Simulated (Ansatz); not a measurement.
HoF₃ (Pnma, No. 62) was calculated with PBEsol (Ansatz, a quantum-chemistry and plane-wave program, plane waves, PAW).

Numerical settings: plane-wave cutoff 520 eV, 6×6×8 k mesh (along the axes of the cell as run), Fermi–Dirac smearing 0.01 eV, spin-polarised with parallel moments, scalar-relativistic PAW data made under PBE.

Computed at the level's own relaxed cell.

**Question.** Estimate the band gap and Γ–Γ gap that the calculation returns.

**Answer.** 
* **band gap**: 0.76 eV (on the SCF k mesh)
* **Γ–Γ gap**: 0.80 eV

Note: the magnetic order was assumed, not searched for or taken from measurement; the 4f shell is treated without U or exact exchange, so its levels and filling can be wrong.

Spin–orbit coupling is not included.

Computed values are for the static lattice.
